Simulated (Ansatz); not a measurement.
System: V2O5 (Pmmn, No. 59, 14 atoms in the cell). Method: PBEsol (plane waves, PAW; Ansatz, a program for electronic structure).

Settings: plane-wave cutoff 520 eV, 10×4×8 k mesh (along the axes of the cell as run), Fermi–Dirac smearing 0.01 eV, no spin polarisation, scalar-relativistic PAW data made under PBE.

Cell (relaxed with PBEsol):

Space group Pmmn, origin choice 1 (No. 59); a = 3.538 Å, b = 11.511 Å, c = 4.368 Å, α = β = γ = 90.00°

```json
[
 {"atom": "V", "site": "4e", "symmetry": "m..", "x": "0.5000", "y": "0.3514", "z": "0.1124"},
 {"atom": "O", "site": "2a", "symmetry": "mm2", "x": "0.0000", "y": "0.0000", "z": "0.9935"},
 {"atom": "O", "site": "4e", "symmetry": "m..", "x": "0.0000", "y": "0.1463", "z": "0.5263"},
 {"atom": "O", "site": "4e", "symmetry": "m..", "x": "0.0000", "y": "0.3185", "z": "0.0062"}
]
```

Question: Estimate the band gap, smallest direct gap on the k points sampled and direct gap at Γ that the calculation returns.

Answer: 
band gap: 1.82 eV (indirect)
smallest direct gap on the k points sampled: 2.08 eV
direct gap at Γ: 2.43 eV

The computed numbers hold no vibrational or temperature effects.
